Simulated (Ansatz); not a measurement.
The parent structure is SnO (space group P4/nmm, No. 129; a = 3.7934 Å, c = 4.7642 Å; layered, stacked along the Cartesian z axis). Axes: x, y, z lie along a, b, c of the conventional cell.

Level of theory: Ansatz (a first-principles code) r2SCAN+rVV10, scalar-relativistic without spin-orbit coupling.

Strains are applied to the cell and any free atomic positions relax; under biaxial strain the out-of-plane vector relaxes too.

One change was made to it. Results:

| quantity | base | after |
|---|---|---|
| pressure (mean of the normal stresses, compression positive) | 0.0 GPa | 2.5 GPa |
| shortest interatomic distance | 2.216 Å | 2.199 Å |
| band gap | zero | zero |

### Question
Which of these changes matches the shifts?
A) isotropic strain +0.60 %
B) biaxial strain −1.86 %, plane normal [001], relaxed out of plane
C) uniaxial strain ε_zz = −3.98 %
D) isotropic strain +0.51 %

### Answer
B, biaxial strain −1.86 %, plane normal [001], relaxed out of plane. For comparison, the pressure in the other runs: uniaxial strain ε_zz = −3.98 % gives 1.1 GPa; isotropic strain +0.60 % gives -1.0 GPa; isotropic strain +0.51 % gives -0.8 GPa.

The mesh was chosen for an insulator and is coarse for the gapless case. Stability against distortions was not tested. The base started in Cmce and relaxed to P4/nmm at this level. The final runs are not spin-polarised. A zero or small gap of SnO can be the functional's error rather than a property of the material.
